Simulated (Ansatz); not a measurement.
# BaBrF: response to strain

The reference is BaBrF in the PbFCl type structure (space group P4/nmm, No. 129; a model cell).

```
BaBrF
1.0
    4.40945     0.00000     0.00000
    0.00000     4.40945     0.00000
    0.00000     0.00000     7.28924
Ba Br F
2 2 2
Direct
  0.50000   0.00000   0.19385
  0.00000   0.50000   0.80615
  0.50000   0.00000   0.64721
  0.00000   0.50000   0.35279
  0.00000   0.00000   0.00000
  0.50000   0.50000   0.00000
```

Cartesian axes are those of the cell as printed.

Strains are applied to the cell and any free atomic positions relax; under biaxial strain the out-of-plane vector relaxes too; under stress the whole cell relaxes.

All numbers come from Ansatz (a program for electronic structure) PBEsol-D3(BJ), spin-orbit coupling left out.

Candidates:
(a) isotropic strain −2.11 %
(b) uniaxial stress, 5 GPa compression along x
(c) biaxial strain −0.27 %, plane normal [001], relaxed out of plane

Base values:

| Item | Result |
|---|---|
| Band gap | 4.59 eV |

### Question
Order them by band gap, lowest first.

### Answer
(b) uniaxial stress, 5 GPa compression along x (4.10 eV), (a) isotropic strain −2.11 % (4.43 eV), (c) biaxial strain −0.27 %, plane normal [001], relaxed out of plane (4.57 eV)

Beyond what the load breaks, stability against distortions was not tested.
